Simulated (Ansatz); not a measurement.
## Ti2AlN, response to strain

Consider Ti$_{2}$AlN (space group P6_3/mmc, No. 194; a cell from a computed database, its experimental status unchecked).

```xyz
8
Lattice="2.9641 0.0000 0.0000 -1.4821 2.5670 0.0000 0.0000 0.0000 13.5341" Properties=species:S:1:pos:R:3 pbc="T T T"
Ti     0.0000     1.7113     1.1501
Ti     1.4821     0.8557    12.3840
Ti     1.4821     0.8557     7.9172
Ti     0.0000     1.7113     5.6169
Al     0.0000     1.7113    10.1506
Al     1.4821     0.8557     3.3835
N      0.0000     0.0000     0.0000
N      0.0000     0.0000     6.7670
```

Cartesian axes are those of the cell as printed.

Strains are applied to the cell and any free atomic positions relax; under biaxial strain the out-of-plane vector relaxes too; under stress the whole cell relaxes.

Computed with Ansatz (a quantum-chemistry and plane-wave program) PBEsol, without spin-orbit coupling.

Notes on the quantities. pressure: mean of the normal stresses, compression positive; energy relative to the base: free energy F.

| variant | pressure | volume per atom | energy relative to the base |
|---|---|---|---|
| base | 0.0 GPa | 12.87 Å³ | 0 meV/atom |
| biaxial strain +4.43 %, plane normal [001], relaxed out of plane | (withheld) | (withheld) | – |
| isotropic strain +1.02 % | -4.7 GPa | 13.27 Å³ | +6.0 meV/atom |
| uniaxial stress, 2 GPa compression along z | – | 12.82 Å³ | +0.6 meV/atom |
| tensor shear ε_xy = −1.14 % | 0.1 GPa | 12.87 Å³ | +2.7 meV/atom |

Complete the table.


- biaxial strain +4.43 %, plane normal [001], relaxed out of plane, pressure: -8.3 GPa
- biaxial strain +4.43 %, plane normal [001], relaxed out of plane, volume per atom: 13.66 Å³

Without a gap, meshes like the base's 18×18×4 leave anisotropic stresses uncertain by several tenths of a GPa, and small strain energies with them. Stability under load was not tested beyond the relaxation. The final runs are not spin-polarised.
